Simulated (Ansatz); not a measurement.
In a double-walled tube, (4,4) carbon inside (9,9) carbon, spin-degenerate bands cross the Fermi level 4 times between Γ and the zone edge.

Computed with PBE+D3(BJ) (plane waves to 420 eV, PAW; Ansatz, a program for electronic structure). Mesh 1×1×30. No spin polarisation. Periodic along z alone, with about 11 Å of vacuum beside it. An idealised model. Both parts are forced into one period, so they are strained to fit. Symmetry and one short period hold its shape; lower forms weren't sought.

Task: What are the conductance and the two-terminal resistance of a perfect, endless piece?

Result: Each crossing on the half of the zone with k > 0 has a partner at −k, so it gives one mode in each direction. Counting spin there are 8 modes, each carrying e²/h = 38.74 μS. G = 8 × 38.74 = 309.9 μS and R = 1/G = 3.23 kΩ, whatever the length. Scattering by phonons, roughness and contacts can only raise R.
